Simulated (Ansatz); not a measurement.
**Mo on a Ta site (middle of the slab) in a 3x3 cell of the 1x1 (110) surface of bcc Ta**

Method: PBE (plane waves to 420 eV, PAW; Ansatz, a first-principles code).

Model: 36-atom slab, 6.8 Å thick at the start (thin: gaps and levels are the slab's own), 4x4x1 mesh, Fermi-Dirac 0.1 eV, dipole correction, 9 atoms held, the rest relaxed; symmetry of the start imposed; no spin, no spin-orbit, no U.

```
Property                                                                               Value
----------------------------------------------------------------------------------  --------
formation energy against bcc Mo, bcc Ta                                             -0.25 eV
work function of the top face                                                        4.77 eV
change of the work function                                                         0.006 eV
change of the step from the bottom to the top vacuum level, against the clean slab  0.015 eV
energy released by relaxation                                                       0.075 eV
largest move of a host atom                                                           0.07 Å
```
